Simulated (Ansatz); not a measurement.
## One base run on Ba (Fm-3m, 1 atom in the cell) and variants with one or two settings moved

```xyz
1
Lattice="0.0000 3.1624 3.1624 3.1624 0.0000 3.1624 3.1624 3.1624 0.0000" Properties=species:S:1:pos:R:3 pbc="T T T"
Ba     0.0000     0.0000     0.0000
```

Base run A: PBEsol, default PAW files made with PBE run with Ansatz (a program for electronic structure), self-consistent single point.

Its settings: kpoints.mp_grid.grid = 12 12 12; hamiltonian.xc = pbesol; hamiltonian.pseudopotentials = {kind: paw} (the program's default PAW files); scf.occupations.method = fermi_dirac; scf.occupations.width = 0.05 eV.

The starting cell was generated: these elements placed on a structure prototype, without a prior relaxation; it need not be a known phase or ordering of this composition. Ansatz's pressure includes its estimate of the finite-basis (Pulay) stress.

ΔF is the free energy per atom less that of run A. A dash stands where there is no value to compare (another energy zero or no entropy term, no result, no spin, no clean gap, or a mesh too coarse for one). Absolute energies have different zeros for different potentials, functionals, Hubbard and dispersion terms and are not compared across them.

Run A gave: pressure (GPa) -0.60; k-points 72.

Runs:
- B: scf.occupations.method: fermi_dirac → cold; scf.occupations.width: 0.05 eV → 0.2 eV
- C: crystal.symmetry.detect: default → false
- D: hamiltonian.dispersion: default → d3bj [PBEsol-D3BJ]
- E: scf.occupations.width: 0.05 eV → 0.03 eV
- F: kpoints.mp_grid.grid: 12 12 12 → 9 9 9
- G: hamiltonian.xc: pbesol → r2scan [r2SCAN]
- H: scf.mixing.preconditioner: default (the program chose Kerker) → kerker; scf.mixing.q_tf: default → 1.5
- I: scf.mixing.algorithm: default (the program chose MSR1) → msr1
- J: scf.eigensolver.kind: default (the program chose band_cg) → davidson
- K: scf.mixing.algorithm: default (the program chose MSR1) → anderson; scf.mixing.beta: default → 0.05

Question: What does run D change against A?

Answer: The pressure goes from -0.60 to -1.26 GPa.

Question: What does run E change against A?

Answer: The free energy goes up by 4.2 meV/atom and the pressure stays at -0.60 GPa.

| run | ΔF (meV/atom) | pressure (GPa) | k-points |
|---|---|---|---|
| A | 0.00 | -0.60 | 72 |
| B | 6.1 | -0.57 | 72 |
| C | 0.00 | -0.60 | 868 |
| D | – | -1.26 | 72 |
| E | 4.2 | -0.60 | 72 |
| F | 0.68 | -0.63 | 35 |
| G | – | 0.48 | 72 |
| H | 0.00 | -0.60 | 72 |
| I | 0.00 | -0.60 | 72 |
| J | 0.00 | -0.60 | 72 |
| K | 0.00 | -0.60 | 72 |

Keys are those of Ansatz 0.2.
